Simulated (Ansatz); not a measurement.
Functionals compared on the (321) surface of silicon in its 1x1 cell, relaxed from an ideal cut (the real face may reconstruct), outermost plane spacing 0.73 Å in the ideal cut (in the relaxation like top atoms buckled by 0.5 Å), in Ansatz (plane waves, PAW). The structure was relaxed with PBE; the other rows are single points on it, each with its references at the same level. Cutoff 420 eV (500 eV for r2SCAN).

Model: 32-atom slab, 11.0 Å thick at the start, 4x3x1 mesh, Fermi-Dirac 0.025 eV, dipole correction, all atoms relaxed; symmetry of the start imposed; no spin (no spin-polarised run to compare, though such a face may carry moments), no spin-orbit, no U. Its gap by band count is narrow, 0.09 eV on this mesh, and the smearing reaches across it. These notes are the PBE run's.

```
functional  surface energy (J/m²)  ionisation potential (eV)          rough cost of the single point
----------  ---------------------  -------------------------  --------------------------------------
PBE                          1.51                       4.65                                       –
LDA                          1.68                       4.79                 roughly 50 core-seconds
PBEsol                       1.60                       4.66  about 50 core-seconds (a rough figure)
RPBE                         1.42                       4.60                 roughly 60 core-seconds
r2SCAN                       1.74                       4.81           very roughly 2.0 core-minutes
```

Ansatz is a quantum-chemistry and plane-wave program.
